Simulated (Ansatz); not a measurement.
Take Sr$_{3}$AsN in the anti-perovskite structure (space group Pm-3m, No. 221; a = 5.041 Å; a cell from a computed database, its experimental status unchecked) as the base.

The change: cell and atoms relaxed at a pressure of 7.5 GPa.

Levels (all Ansatz, an electronic-structure program, PAW): PBEsol (420 eV, without spin-orbit coupling); PBEsol+SOC (420 eV, with spin-orbit coupling).

The geometry is relaxed with PBEsol.

| Property | Result |
|---|---|
| PBEsol lowest conduction level above the VBM at special points | Γ 0.08 eV; X 1.59 eV; R 2.06 eV; M 2.76 eV |
| PBEsol gap character | direct at Γ |
| PBEsol width of the top valence band | 1.84 eV |

### Question
How does going to PBEsol+SOC change the lowest conduction level above the VBM at special points, gap character and width of the top valence band?

### Answer
The lowest conduction level above the VBM at special points becomes Γ 0.07 eV; X 1.58 eV; R 2.04 eV; M 2.76 eV (PBEsol: Γ 0.08 eV; X 1.59 eV; R 2.06 eV; M 2.76 eV); the gap character remains direct at Γ; the width of the top valence band falls by 0.022 eV (1.84 eV → 1.81 eV).

Single points use the geometry relaxed with PBEsol. The spin-orbit shifts are approximate. Load acts through the strain it causes; cell and atoms are relaxed under it. No phonon test of stability was made. No other phases were tried under pressure. A zero or small gap of Sr3AsN under pressure 7.5 GPa can be the functional's error rather than a property of the material.
